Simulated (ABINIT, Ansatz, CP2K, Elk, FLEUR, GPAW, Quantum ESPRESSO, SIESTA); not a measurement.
# Code comparison for BiPt (P6_3/mmc, 4 atoms in the cell)

Self-consistent single point, at a second geometry (lattice scaled by 0.98). First geometry:

```
BiPt
1.0
    4.39676     0.00000     0.00000
   -2.19838     3.80771     0.00000
    0.00000     0.00000     5.55247
Bi Pt
2 2
Direct
  0.33333   0.66667   0.25000
  0.66667   0.33333   0.75000
  0.00000   0.00000   0.50000
  0.00000   0.00000   0.00000
```

Shared settings, as Ansatz (a quantum-chemistry and plane-wave program) writes them: kpoints.mp_grid.grid = 7 7 5; scf.occupations.method = fermi_dirac; scf.occupations.width = 0.1 eV. Potentials and cutoffs stand in the table.

| code | model | ΔF from the first geometry (meV/atom) | pressure (GPa) | cutoff |
|---|---|---|---|---|
| Quantum ESPRESSO | LDA (PW92), PseudoDojo standard norm-conserving (LDA) pseudopotentials | -22.4 | 1.22 | 85 Ry |
| ABINIT | LDA (PW92), PAW (JTH v2.0 LDA PAW) | -21.9 | 1.20 | 21 Ha |
| Ansatz | LDA (PW92), PAW files made with PBE | -20.2 | 1.49 | 420 eV |
| FLEUR | LDA (Vosko-Wilk-Nusair), all-electron FLAPW (FLEUR), scalar-relativistic valence | -17.8 | – | Kmax 4.1 1/bohr |
| CP2K | LDA (Pade form), GPW, DZVP-MOLOPT-SR-GTH basis, GTH-PADE potentials (GTH_POTENTIALS) | -84.5 | -7.29 | grid 500 Ry |
| GPAW | LDA (Perdew-Wang 92), GPAW PAW datasets LDA (gpaw-data 1.0.1) | -24.9 | 0.76 | 550 eV |
| Elk | LDA (PW92), all-electron FP-LAPW, Elk's shipped species files, default APW+lo basis | -29.2 | – | rgkmax 7 |
| SIESTA | LDA PW92, numerical atomic orbitals DZP, PseudoDojo LDA standard norm-conserving potentials (rewritten from UPF to PSML) | -23.8 | 1.46 | grid 350 Ry |

A dash marks a value that a program does not give, or that is left out as unsure.

On Ansatz's run: spin-orbit coupling is off. Spin polarisation is off.

The spread over the programs that give each value: ΔF from the first geometry within 66.7 meV/atom; pressure within 8.78 GPa.

CP2K and SIESTA use small atom-centred bases, whose incompleteness enters pressures, forces and empty levels differently from a plane-wave cutoff. FLEUR and Elk treat all electrons, but the usual bases taken here (sphere radii, linearisation, local orbitals, empty states) were not tested for convergence, so the values are no reference for the others. Ansatz's pressure is given at a fixed set of plane waves, as the other plane-wave codes print theirs. In the pressure, CP2K (by 8.50) lies more than 1 GPa from the median of the plane-wave programs.

The starting cell comes from a database of computed structures (which also holds hypothetical and non-ambient phases and stackings), without a prior relaxation at this level. Its lattice was rescaled by a random factor within 2.5 % of one. For this run, on top of that: lattice scaled by 0.98.

Keys are those of Ansatz 0.2.
